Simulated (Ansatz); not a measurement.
Density of states of GaN (P6_3mc) above the conduction band minimum, r2SCAN with spin-orbit coupling, rigid bands (Ansatz, a quantum-chemistry and plane-wave program); cell volume 45.5 Å³.

| energy from edge (eV) | 10⁻³ states/eV/cell |
|---|---|
| 0.006 | 2.03 |
| 0.031 | 4.50 |
| 0.056 | 6.09 |
| 0.081 | 7.53 |
| 0.106 | 8.85 |
| 0.131 | 10.0 |
| 0.156 | 11.2 |
| 0.181 | 12.6 |
| 0.206 | 13.8 |
| 0.231 | 15.0 |
| 0.256 | 16.1 |
| 0.281 | 17.3 |
| 0.319 | 19.2 |
| 0.344 | 20.4 |
| 0.369 | 21.7 |
| 0.394 | 22.9 |
| 0.419 | 24.2 |
| 0.444 | 25.5 |
| 0.469 | 26.9 |
| 0.494 | 28.1 |
| 0.519 | 29.6 |
| 0.544 | 31.1 |
| 0.569 | 32.3 |
| 0.594 | 33.9 |

Task: What effective density of states at 300 K does this give (∫ g(E) exp(−E/k_BT) dE, both spins, divided by the cell's size)?

Result: 2.1e18 cm⁻³, a density-of-states mass of 0.193 mₑ, valleys and band degeneracy included.

Geometry: cell and atoms relaxed with PBEsol.
